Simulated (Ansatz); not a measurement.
GaSe, pressure series

Base system: GaSe in the beta-GaS type structure (space group P6_3/mmc, No. 194; a = 3.769 Å, c = 15.964 Å; layered, stacked along the Cartesian z axis).

Cell and atoms are relaxed at each pressure.

All numbers come from plane-wave PAW DFT at the PBE-D3(BJ) level (Ansatz, a quantum-chemistry and plane-wave program, 420 eV), no spin-orbit coupling, earlier PAW set.

Computed cases, in order: pressure −1 GPa; 0 GPa (base); pressure 0.9 GPa; pressure 2.1 GPa; pressure 4.5 GPa; pressure 15 GPa; pressure 22.5 GPa; pressure 30 GPa.

### Question
Between which two neighbouring cases does the band gap open or close?

### Answer
Between pressure 15 GPa (0.14 eV) and pressure 22.5 GPa (zero). The whole series: pressure −1 GPa: 0.96 eV; 0 GPa (base): 0.87 eV; pressure 0.9 GPa: 0.87 eV; pressure 2.1 GPa: 0.82 eV; pressure 4.5 GPa: 0.73 eV; pressure 15 GPa: 0.14 eV; pressure 22.5 GPa: zero; pressure 30 GPa: zero.

The mesh was chosen for an insulator and is coarse for the gapless case. Load acts through the strain it causes; cell and atoms are relaxed under it. No phonon test of stability was made. No other phases were tried under pressure. All final runs are without spin polarisation. The zero or small gap of GaSe under pressure 15 GPa, GaSe under pressure 22.5 GPa and GaSe under pressure 30 GPa can change with the level of theory.
